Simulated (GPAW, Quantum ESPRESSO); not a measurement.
A GPAW input for a self-consistent single point of PbO₂ (P4_2/mnm, 6 atoms in the cell) (DFT PBE, plane waves, GPAW PAW datasets PBE (gpaw-data 1.0.1)):

```python
from ase import Atoms
from ase.units import GPa
from gpaw import GPAW, PW

atoms = Atoms(['Pb', 'Pb', 'O', 'O', 'O', 'O'],
              cell=[[4.849537, 0.000000, 0.000000],
                    [0.000000, 4.849537, 0.000000],
                    [0.000000, 0.000000, 3.309750]],
              positions=[[0.000000, 0.000000, 0.000000],
                         [2.424768, 2.424768, 1.654875],
                         [1.490893, 1.490893, 0.000000],
                         [3.358644, 3.358644, 0.000000],
                         [0.933875, 3.915662, 1.654875],
                         [3.915662, 0.933875, 1.654875]],
              pbc=True)

calc = GPAW(mode=PW(900),
            xc='PBE',
            kpts={'size': (6, 6, 9), 'gamma': True},
            occupations={'name': 'methfessel-paxton', 'width': 0.1, 'order': 0},
            nbands=-12,
            convergence={'density': 1e-05, 'energy': 1e-05},
            symmetry={'symmorphic': False, 'tolerance': 0.0005},
            maxiter=100)

atoms.calc = calc

energy = atoms.get_potential_energy()
print('Energy (eV):', round(energy, 6))
forces = atoms.get_forces()
print('Forces (eV/Ang):')
print(forces.round(5))
stress = atoms.get_stress()
print('Stress (GPa, Voigt):', (stress / GPa).round(4))
```

**Question.** Translate this input to Quantum ESPRESSO.

**Answer.** One input that does it (others would too):

```fortran
&control
   calculation = 'scf',
   prefix = 'run',
   outdir = './out',
   pseudo_dir = './',
   tprnfor = .true.,
   tstress = .true.,
/
&system
   ibrav = 0,
   nat = 6,
   ntyp = 2,
   ecutwfc = 40,
   ecutrho = 200,
   occupations = 'smearing',
   smearing = 'gaussian',
   degauss = 0.0073499,
/
&electrons
   conv_thr = 1.0d-9,
   mixing_beta = 0.7,
/
ATOMIC_SPECIES
Pb   207.2000  pb_pbe_v1.uspp.F.UPF
O     15.9990  o_pbe_v1.2.uspp.F.UPF
CELL_PARAMETERS angstrom
   4.849537000     0.000000000     0.000000000
   0.000000000     4.849537000     0.000000000
   0.000000000     0.000000000     3.309750000
ATOMIC_POSITIONS bohr
Pb    0.000000000    0.000000000    0.000000000
Pb    4.582148381    4.582148381    3.127260521
O     2.817379753    2.817379753    0.000000000
O     6.346917008    6.346917008    0.000000000
O     1.764768627    7.399528134    3.127260521
O     7.399528134    1.764768627    3.127260521
K_POINTS automatic
6 6 9  0 0 0
```

Basis, cutoffs, solver keys and any potentials are the target program's own. This input uses DFT, PBE, plane waves, GBRV 1.5 ultrasoft (PBE) pseudopotentials.

The starting cell comes from a database of computed structures (which also holds hypothetical and non-ambient phases and stackings), without a prior relaxation at this level. Its lattice was rescaled by a random factor within 2.5 % of one. For this run, on top of that: lattice scaled by 0.98.
